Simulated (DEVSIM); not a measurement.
Structure: abrupt Si n-p junction, at 250 K.

Layer 1 from the left is Si, thickness (μm) 0.320, Nd (cm⁻³) 1.2e17, τn (s) 0.00038, τp (s) 0.00038. Layer 2 from the left is Si, thickness (μm) 1.60, Na (cm⁻³) 5.2e14, τn (s) 0.00038, τp (s) 0.00038.

Left contact: ohmic. Right contact: ohmic. Voltage is applied to the left contact. Recombination: SRH at mid-gap, Auger. Mobility is μmin + (μ − μmin)/(1 + (N/Nref)^α).

This is a model device: material constants are rounded textbook-type values typed into the input, and sizes, dopings and lifetimes were drawn at random. Values at 300 K; Nc and Nv go as T^1.5, mobilities as T to minus their exponent, the gap by Varshni's rule with the affinity fixed.

Si: gap (eV) 1.124, affinity (eV) 4.05, permittivity 11.7, Nc (cm⁻³) 2.86e19, Nv (cm⁻³) 3.1e19, μn (cm²/Vs) 1417, μp (cm²/Vs) 470, μn,min 52, μp,min 45, Nref,n 9.7e16, Nref,p 2.2e17, αn 0.68, αp 0.72, T exponent of μn 2.3, T exponent of μp 2.2, Cn (cm⁶/s) 2.8e-31, Cp (cm⁶/s) 9.9e-32, Varshni α (eV/K) 0.000473, Varshni β (K) 636.

DEVSIM, 1D drift-diffusion, Boltzmann statistics, complete ionisation; no tunnelling, impact ionisation, image-force lowering or self-heating.

Problem. What does the simulation give for the potential step across the device at zero bias, the largest field in the device at zero bias, the dark forward voltage at 100 A/cm²?

Solution. potential step across the device at zero bias 0.793 V; largest field in the device at zero bias 19000 V/cm; dark forward voltage at 100 A/cm² 0.726 V.
